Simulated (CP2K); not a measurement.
Relaxation of cell and atoms of Sr3Ag (Pm-3m, 4 atoms in the cell) at several settings

```
Sr3Ag
1.0
    5.49087     0.00000     0.00000
    0.00000     5.49087     0.00000
    0.00000     0.00000     5.49087
Sr Ag
3 1
Direct
  0.00000   0.50000   0.50000
  0.50000   0.00000   0.50000
  0.50000   0.50000   0.00000
  0.00000   0.00000   0.00000
```

Base: CP2K with LDA (Pade form), GPW, DZVP-MOLOPT-SR-GTH basis, GTH-PADE potentials (GTH_POTENTIALS). Its settings: CUTOFF = 500 Ry; REL_CUTOFF = 50 Ry; SMEAR/METHOD = MARZARI_VANDERBILT; SIGMA = 0.1 eV; KPOINTS/SCHEME = MONKHORST-PACK 5 5 5; XC_FUNCTIONAL = PADE; Sr/BASIS_SET = DZVP-MOLOPT-SR-GTH; Sr/POTENTIAL = GTH-PADE-q10; Ag/BASIS_SET = DZVP-MOLOPT-SR-GTH; Ag/POTENTIAL = GTH-PADE-q11; METHOD = GPW; EPS_DEFAULT = 1e-11; NGRIDS = 5; SCF_GUESS = ATOMIC; EPS_SCF = 1e-06; MAX_SCF = 100; ADDED_MOS = 8; MIXING/METHOD = BROYDEN_MIXING; MIXING/ALPHA = 0.2; MIXING/NBUFFER = 10. Starting volume 41.39 Å³ per atom.

Each line gives the change from the base single point and the result:

- CUTOFF: 500 Ry → 700 Ry; EPS_SCF: 1e-06 → 1e-07; EXTRAPOLATION: default → USE_GUESS; MAX_FORCE: default → 0.00039; RMS_FORCE: default → 0.00026; EXTERNAL_PRESSURE: default → 0 GPa: pressure 0.00 GPa; final cell a = 5.2873 Å, b = 5.2873 Å, c = 5.2873 Å, α = 90.00°, β = 90.00°, γ = 90.00°; final volume per atom 36.95 Å³; relaxation steps 7; free energy against the base single point -27.7 meV/atom.
- CUTOFF: 500 Ry → 300 Ry; EPS_SCF: 1e-06 → 1e-07; EXTRAPOLATION: default → USE_GUESS; MAX_FORCE: default → 0.00039; RMS_FORCE: default → 0.00026; EXTERNAL_PRESSURE: default → 0 GPa: pressure 0.00 GPa; final cell a = b = c = 5.2873 Å, α = β = γ = 90.00°; final volume per atom 36.95 Å³; relaxation steps 7; free energy against the base single point -27.8 meV/atom.

The starting cell comes from a database of computed structures (which also holds hypothetical and non-ambient phases and stackings), without a prior relaxation at this level. Values carry the incompleteness of an atom-centred basis.
